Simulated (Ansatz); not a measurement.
## How far PBE and r2SCAN part for NiSi, biaxial strain −1.74 %, plane normal [001], relaxed out of plane

Start from NiSi (space group Pnma, No. 62; a = 5.1899 Å, b = 3.3505 Å, c = 5.6240 Å; non-magnetic). Axes: x, y, z lie along a, b, c of the conventional cell.

(Cell as relaxed with PBE.)

Levels (all Ansatz, an electronic-structure program, PAW): PBE (420 eV, without spin-orbit coupling); r2SCAN (500 eV, scalar-relativistic without spin-orbit coupling).

Each level relaxes its own structure.

```json
[
 {"base": "volume per atom", "PBE": "12.22 Å³", "r2SCAN": "11.90 Å³"},
 {"base": "band gap", "PBE": "zero", "r2SCAN": "zero"}
]
```

Modification: biaxial strain −1.74 %, plane normal [001], relaxed out of plane (Cartesian); in-plane vectors clamped, the third vector and the atoms free.

```csv
quantity,PBE,r2SCAN
volume per atom,12.01 Å³,11.71 Å³
band gap,zero,zero
"pressure (mean of the normal stresses, compression positive)",3.6 GPa,3.7 GPa
```

PBE's volume per atom lies 0.30 Å³ above r2SCAN's (2.6 %); the two agree on the band gap. Neither level is exact; r2SCAN is the comparison here, not a measurement.

No phonon test of stability was made. Seeded moments were not kept for the base. All final runs are without spin polarisation.
